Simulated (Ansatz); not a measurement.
The starting structures come from a database of crystals and need not be the phases stable at ambient conditions.

Tunnelling through a barrier is set by its complex band structure: the current falls as exp(−2κd) with the smallest κ.

Here is the system:

```
Ba2BiTaO6
1.0
    6.10668     0.00000     0.00000
    0.00000     6.16694     0.00000
    3.05334    -3.05343     4.31601
Ba Ta Bi O
2 1 1 6
Direct
  0.75093   0.24494   0.49814
  0.24907   0.75506   0.50186
  0.50000   0.00000   0.00000
  0.00000   0.50000   0.00000
  0.30058   0.19473   0.93420
  0.69942   0.80527   0.06580
  0.23478   0.80527   0.06580
  0.76522   0.19473   0.93420
  0.72914   0.71061   0.54172
  0.27086   0.28939   0.45828
```

The cell is taken as given; by r2SCAN it stands under a pressure of -4.2 GPa.

Transport runs along the normal of the first two printed cell vectors.

No gap correction and no spin-orbit coupling; mid-gap is the computed energy nearest the middle.

Q: State the band gap and the smallest decay constant κ at mid-gap according to r2SCAN run with Ansatz (a program for electronic structure).

A: Gap 2.89 eV on a 8×6×8 mesh; κ = 0.203 1/Å, at (0.000, 0.500) of the in-plane reciprocal vectors. At the zone centre the slowest state has κ = 0.24 1/Å.
